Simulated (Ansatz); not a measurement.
An H-capped Sn nanowire along [110], 24 atoms a period besides the caps, stretched and compressed along its axis from its relaxed period of 4.743 Å, atoms relaxed at each length.

Level of theory: PBE (plane waves to 420 eV, PAW; Ansatz, a program for electronic structure). Mesh 1×1×8. No spin polarisation. Isolated but for its images some 11 Å away. An idealised model, cut from the bulk lattice. It keeps the symmetry and period of its start, so it need not be a minimum against all distortions. Values not marked SOC lack spin–orbit coupling. Buckling under compression is shut out by symmetry and the short period. Energies are free energies at a Fermi–Dirac width of 0.02 eV, from the unstrained cell.

```json
[
 {"strain (%)": "-3.0", "energy (meV a period)": "+164", "axial force (nN)": "-3.80", "PBE gap (eV)": "0.65"},
 {"strain (%)": "-1.5", "energy (meV a period)": "+40", "axial force (nN)": "-1.80", "PBE gap (eV)": "0.69"},
 {"strain (%)": "0.0", "energy (meV a period)": "0", "axial force (nN)": "0.00", "PBE gap (eV)": "0.72"},
 {"strain (%)": "+1.5", "energy (meV a period)": "+37", "axial force (nN)": "+1.63", "PBE gap (eV)": "0.73"},
 {"strain (%)": "+3.0", "energy (meV a period)": "(withheld)", "axial force (nN)": "(withheld)", "PBE gap (eV)": "(withheld)"},
 {"strain (%)": "+6.0", "energy (meV a period)": "(withheld)", "axial force (nN)": "(withheld)", "PBE gap (eV)": "(withheld)"}
]
```

**Question.** Fill in the missing entries.

**Answer.** 
- +6.0, energy (meV a period): +542
- +6.0, axial force (nN): +5.73
- +6.0, PBE gap (eV): 0.69
- +3.0, energy (meV a period): +144
- +3.0, axial force (nN): +3.15
- +3.0, PBE gap (eV): 0.72
